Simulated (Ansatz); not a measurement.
KCl (Fm-3m), r2SCAN, rigid bands (Ansatz, a first-principles code): Condition of this run: functional r2SCAN on the same cell. band gap 5.91 eV, N_c = 7.97e18 cm⁻³ and N_v = 4.83e20 cm⁻³ at 300 K, conductivity masses of 0.455 mₑ (electrons) and 3.61 mₑ (holes). Take k_BT = 0.02585 eV.

Find the intrinsic carrier density and the intrinsic Fermi level.

n_i = √(N_c N_v) exp(−E_g/2k_BT) = 6.20e19 × exp(−114.30) = 1.4e-30 cm⁻³. The level lies (k_BT/2) ln(N_v/N_c) = 53 meV from mid-gap (positive towards the conduction band). Each 0.1 eV added to the gap lowers n_i by a factor of 6.9.

A film of it is 3 nm thick. Estimate the confinement energies in an infinite well.

ħ²π²/(2m t²) = 0.376 eV·nm²/(m/mₑ × t²) gives 91.8 meV for electrons and 11.6 meV for holes, so the gap would widen to about 6.01 eV. Finite barriers and nonparabolic bands lower this, and with several valleys or bands the heaviest mass along the normal sets the lowest level, not this average.

What thermal injection velocity √(2k_BT/πm) limits a ballistic channel?

7.98e6 cm/s for electrons and 2.83e6 cm/s for holes, a ratio of √(m_h/m_e) = 2.82, for dilute carriers.

Rigid, parabolic bands with the computed gap; masses take one relaxation time for all states. Spin-orbit coupling is left out; where it splits the top of the valence band, N_v and the p-type Seebeck coefficient come out somewhat high without it. Geometry: cell and atoms relaxed with PBEsol.
